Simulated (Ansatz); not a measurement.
## Pressure series in BeS

Consider BeS in the zinc blende structure (space group F-43m, No. 216; a = 4.8685 Å).

Cell and atoms are relaxed at each pressure.

Computed with r2SCAN (Ansatz, a quantum-chemistry and plane-wave program; PAW; 500 eV plane waves; without spin-orbit coupling).

```tsv
P (GPa)	V (Å³/atom)
-1.99	14.735
-0.99	14.576
1.82	14.168
4.20	13.860
9.00	13.322
17.99	12.519
30.00	11.708
44.99	10.942
60.00	10.344
```

A third-order Birch–Murnaghan fit to these points gives V₀ = 14.42 Å³/atom, B₀ = 98 GPa and B₀′ = 3.7. At pressure 60 GPa the volume is 71.7 % of V₀.

Between the base and pressure 9 GPa the gap moves from 3.59 eV to 3.40 eV, a mean slope of -21 meV/GPa.

Load acts through the strain it causes; cell and atoms are relaxed under it. Stability against distortions was not tested. Competing high-pressure phases were not computed.
